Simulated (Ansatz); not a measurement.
**GaAs: x(N) = 0.25, 8 atoms, P-4m2**

The parent structure is GaAs in the zinc blende structure (space group F-43m, No. 216; a = 5.6667 Å).

The other end (x = 1) is GaN in the zinc blende structure (space group F-43m, No. 216): 11.37 Å³/atom, gap 2.17 eV; this end may not be an ambient phase.

It is then changed as follows: a fraction x = 0.25 of the As sites is given to N, ordered in a cell of 8 atoms (starting symmetry P-4m2) and fully relaxed.

The values are results of r2SCAN, PAW, 500 eV (Ansatz, a quantum-chemistry and plane-wave program; scalar-relativistic without spin-orbit coupling), not measurements. k-mesh 9×9×3 (Γ-centred); smearing 0.05 eV (Fermi–Dirac), for the changed cell.

```json
[
 {"quantity": "volume per atom", "base": "22.75 Å³", "changed": "19.39 Å³", "shift": "-3.36 Å³"},
 {"quantity": "density", "base": "5.28 g/cm³", "changed": "5.54 g/cm³", "shift": "+0.26 g/cm³"},
 {"quantity": "shortest interatomic distance", "base": "2.454 Å", "changed": "2.122 Å", "shift": "-0.332 Å"},
 {"quantity": "band gap", "base": "0.96 eV", "changed": "0.17 eV", "shift": "-0.79 eV"},
 {"quantity": "gap character (in this cell's own zone, which can be folded)", "base": "direct at Γ", "changed": "direct at Γ", "shift": "–"},
 {"quantity": "valence-band top at Γ (three highest levels, from the VBM)", "base": "0.00, 0.00, 0.00 eV", "changed": "0.00, 0.00, -0.43 eV", "shift": "–"},
 {"quantity": "mixing energy", "base": "–", "changed": "+0.222 eV/atom", "shift": "–"},
 {"quantity": "deviation of the volume from the linear (Vegard-type) interpolation", "base": "–", "changed": "-2.6 %", "shift": "–"},
 {"quantity": "bowing parameter b of this ordering, from Eg = [1−x] Eg[0] + x Eg[1] − b x [1−x]", "base": "–", "changed": "5.8 eV", "shift": "–"},
 {"quantity": "mean first-shell distances", "base": "–", "changed": "As–Ga 2.406 Å (end compound 2.454 Å), N–Ga 2.122 Å (end compound 1.948 Å)", "shift": "–"}
]
```

Final structure:

```
CELL_PARAMETERS angstrom
      3.81664     0.00000     0.00000
      0.00000     3.81664     0.00000
      0.00000     0.00000    10.64626
ATOMIC_POSITIONS crystal
  As 0.00000 0.00000 0.50000
  As 0.50000 0.50000 0.22474
  N  0.00000 0.00000 0.00000
  As 0.50000 0.50000 0.77526
  Ga 0.50000 0.00000 0.91288
  Ga 0.00000 0.50000 0.63837
  Ga 0.50000 0.00000 0.36163
  Ga 0.00000 0.50000 0.08712
```

Cost of the whole job for the changed cell (relaxation, final SCF and bands): roughly 6 core-minutes.

Each cell is one ordered arrangement of few atoms, which overstates ordering effects compared with a random alloy. Whether these cells are dynamically stable was not tested. This is not the structure that GaN has at room temperature and ambient pressure. The zero or small gap of Ga4As3N can change with the level of theory. k-point labels follow each cell's own Brillouin zone.
